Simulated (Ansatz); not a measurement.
A relaxation of cell and atoms of Ba2PdO3 (Immm, 6 atoms in the cell) with Ansatz (a quantum-chemistry and plane-wave program).

Method of the run: PBEsol, PAW files made with PBE (plane waves; Ansatz).

```
CELL_PARAMETERS angstrom
     -1.93974     2.05751     6.68574
      1.93974    -2.05751     6.68574
      1.93974     2.05751    -6.68574
ATOMIC_POSITIONS crystal
  Ba 0.64529 0.64529 0.00000
  Ba 0.35471 0.35471 0.00000
  Pd 0.00000 0.00000 0.00000
  O  0.84579 0.84579 0.00000
  O  0.15421 0.15421 0.00000
  O  0.50000 0.00000 0.50000
```

Reference input (self-consistent single point, DFT, PBEsol, plane waves, PAW files made with PBE): kpoints.mp_grid.grid = 6 6 6; hamiltonian.xc = pbesol; hamiltonian.pseudopotentials = {kind: paw} (the program's default PAW files); scf.occupations.method = fermi_dirac; scf.occupations.width = 0.1 eV. This run's input differs from it in these lines:

```diff
@@ -19,2 +19,4 @@
   occupations: { method: fermi_dirac, width: 0.1 }
+relax:
+  cell: {}
 output:
```

Log, with long lists cut:

```
   [... SCF lines of the steps left out ...]
relax step   1: F+E_penalty+E_count = -20319.37174865 eV  Δ(F+E_penalty+E_count) = +0.000e0 eV  max|allowed force component| = 6.061e-2 eV/Å  Δτ_max = 0.0000 Å  P = -4.084 GPa  Ω = 106.732 Å³  (13 SCF iters, dr2 threshold 1.00e-7 eV, accepted)
relax step   2: F+E_penalty+E_count = -20319.29512230 eV  Δ(F+E_penalty+E_count) = +7.663e-2 eV  max|allowed force component| = 7.327e-1 eV/Å  Δτ_max = 0.0630 Å  P = +5.810 GPa  Ω = 96.598 Å³  energy of the carried Pulay correction = +1.849e-2 eV  [...]
   [... lines left out ...]
relax step   7: F+E_penalty+E_count = -20319.43519800 eV  Δ(F+E_penalty+E_count) = -2.166e-4 eV  max|allowed force component| = 5.362e-4 eV/Å  Δτ_max = 0.0007 Å  P = -0.003 GPa  Ω = 101.940 Å³  energy of the carried Pulay correction = +1.796e-4 eV  [...]
relax step   8: F+E_penalty+E_count = -20319.43504272 eV  Δ(F+E_penalty+E_count) = +1.553e-4 eV  max|allowed force component| = 6.034e-4 eV/Å  Δτ_max = 0.0000 Å  P = -0.004 GPa  Ω = 101.940 Å³  stress off target by 5.96e-3 GPa  SCF on the basis [...]
basis re-selected at this cell: Δ(F+E_penalty+E_count) = +1.553e-4 eV, ΔP = -0.001 GPa vs the last step
the relaxation is at rest under the 8 symmetry operations that the run kept from its start: a minimum is not shown …
Free energy (F): -20319.435043 eV
Internal energy: -20319.396970 eV  (E = F + TS)
E sigma→0 (E₀):  -20319.416006 eV
Entropy (-TS):   -0.038073 eV (-6.345 meV/atom)
Fermi energy:    11.104326 eV
--- Forces (eV/Å), atoms counted from 1 ---
  atom   1  Ba     0.00000000     0.00000000    -0.00011309
   [... lines left out ...]
  cell:  # Å, volume = 101.9404 Å³
   [... lines left out ...]
    - { symbol: Pd, position: [-2.162216621554273e-20, -2.162216621554273e-20, 4.63445936646286e-89] }
    - { symbol: O, position: [0.8446397846472993, 0.8446397846472993, 4.63445936646286e-89] }
    - { symbol: O, position: [0.15536021535270061, 0.15536021535270061, 4.63445936646286e-89] }
    - { symbol: O, position: [0.5, -2.1622166215542758e-20, 0.5] }
```

The run converged. 

Summary of the result:
```
Item                                                                                                 Result
-----------------------------------------------  ----------------------------------------------------------
Free energy E − TS (on the zero of these files)                                              -20319.4350 eV
Fermi level (on the code's own zero)                                                               11.10 eV
Pressure                                                                                           0.00 GPa
Final cell                                       a = b = c = 7.1457 Å, α = 149.10°, β = 146.91°, γ = 45.90°
Final volume per atom                                                                              16.99 Å³
Relaxation steps                                                                                          8
```

The starting cell comes from a database of computed structures (which also holds hypothetical and non-ambient phases and stackings), without a prior relaxation at this level. Spin polarisation is off. The relaxation keeps the symmetry of its start, so its end need not be a minimum. Ansatz's pressure includes its estimate of the finite-basis (Pulay) stress.

Cost on one core of a shared machine: roughly 60 s.

Keys are those of Ansatz 0.2.
